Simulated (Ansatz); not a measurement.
**Fermi-surface data of TiSi (Pnma)**

```
CELL_PARAMETERS angstrom
      6.45616     0.00000     0.00000
      0.00000     3.61832     0.00000
      0.00000     0.00000     4.96578
ATOMIC_POSITIONS crystal
  Ti 0.67600 0.25000 0.37097
  Ti 0.32400 0.75000 0.62903
  Ti 0.82400 0.75000 0.87097
  Ti 0.17600 0.25000 0.12903
  Si 0.54404 0.25000 0.85353
  Si 0.45596 0.75000 0.14647
  Si 0.95596 0.75000 0.35353
  Si 0.04404 0.25000 0.64647
```

The numbers are results of PBEsol, rigid bands (plane waves, PAW, scalar-relativistic; Ansatz, a program for electronic structure), not measurements. How the cell was made: cell and atoms relaxed with PBEsol.

- density of states at the Fermi level: 2.02 states/(eV·cell), both spins
- bare Sommerfeld coefficient: 0.60 mJ/(mol of atoms·K²)
- Drude plasma energy: 2.5 eV
- root-mean-square Fermi velocity: 3.7e5 m/s
- resistivity times τ: 81 (x), 79 (y), 78 (z) ×10⁻²² Ω·m·s

A metal at this level (no band gap); rigid bands, thermally averaged at 300 K, both spins. Spin-orbit coupling is left out. τ is one relaxation time for all states.

Computed structure, not matched to a measured one here, so possibly hypothetical: TiSi (Pnma).
